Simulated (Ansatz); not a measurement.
The reference is InAgTe2 in the chalcopyrite structure (space group I-42d, No. 122; a = 6.4319 Å, c = 12.7658 Å). Axes: x, y, z lie along a, b, c of the conventional cell.

Calculations: Kohn–Sham DFT with the PBEsol functional, run in Ansatz (a program for electronic structure) with PAW and 420 eV plane waves, scalar-relativistic without spin-orbit coupling.

Strains are applied to the cell and any free atomic positions relax; under biaxial strain the out-of-plane vector relaxes too.

One change was made to it. Results:

| quantity | base | after |
|---|---|---|
| pressure (mean of the normal stresses, compression positive) | 0.0 GPa | 0.9 GPa |
| band gap | 0.08 eV | zero |
| energy relative to the base (free energy F) | 0 meV/atom | +8.0 meV/atom |
| volume per atom | 33.01 Å³ | 32.33 Å³ |

**Question.** Name the change that was made.
A. biaxial strain −1.50 %, plane normal [001], relaxed out of plane
B. biaxial strain −0.75 %, plane normal [001], relaxed out of plane
C. biaxial strain −3.00 %, plane normal [001], relaxed out of plane

**Answer.** C, biaxial strain −3.00 %, plane normal [001], relaxed out of plane. For comparison, the band gap in the other runs: biaxial strain −1.50 %, plane normal [001], relaxed out of plane gives 0.10 eV; biaxial strain −0.75 %, plane normal [001], relaxed out of plane gives 0.11 eV.

With Te present, leaving out spin-orbit coupling can change the band edges. Stability against distortions was not tested. All final runs are without spin polarisation. Gaps under 0.05 eV, about the width of the smearing, are given as zero. The zero or small gap of InAgTe2 can change with the level of theory.
